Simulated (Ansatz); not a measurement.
Here is the system:

End structure of the (111) surface of fcc Ir, top plane shifted to the other hollow (bottom of the slab: a bare face, its two planes held):

```
CELL_PARAMETERS angstrom
      2.73720     0.00000     0.00000
     -1.36860     2.37048     0.00000
      0.00000     0.00000    28.00000
ATOMIC_POSITIONS crystal
  Ir 0.33333 0.66667 0.29153
  Ir 0.66667 0.33333 0.37134
  Ir 0.00000 0.00000 0.45058
  Ir 0.33333 0.66667 0.53086
  Ir 0.66667 0.33333 0.61049
  Ir 0.33333 0.66667 0.68923
```

Slab: 6 atoms, 11.7 Å thick at the start with caps and adatoms (thin: gaps and levels are the slab's own); k 16x16x1, smearing 0.1 eV, dipole-corrected; 2 atoms held, the rest relaxed; start symmetry kept, larger cells not searched; no spin, no spin-orbit, no U. In PBE it lies 0.09 eV a 1x1 cell over the lowest computed structure of the same composition (clean 1x1).

Question: What is the computed work function of the top face (Ansatz (a program for electronic structure) with PBE)?

Answer: 5.58 eV
